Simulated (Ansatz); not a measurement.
Structures of equal composition on the (100) surface of rock-salt TiN: a layer of Ag, one atom over each N; a layer of Ag, one atom over each Ti. The slabs share one bottom face, and each structure is named by its start. These are constructed structures in small cells; real faces may alloy, dewet or reconstruct in larger ones, and not all known structures of the face are among them. Slabs of about 13 Å, Fermi-Dirac smearing of 0.1 eV. Bottom of the slabs: a bare face, its two planes held. Relaxed from the named starts with such symmetry as they have, on meshes of like density; energies extrapolated to zero smearing; spin only where a row says so; no spin-orbit coupling, no U. Brackets mark spin-polarised runs, whose order is one that fits the cell.

Level of theory: PBE (plane waves to 420 eV, PAW; Ansatz, a program for electronic structure).

Q: Rank these by energy per 1x1 cell (lowest first), as PBE gives it.

A: a layer of Ag, one atom over each N (0.000 eV), a layer of Ag, one atom over each Ti (0.080 eV)
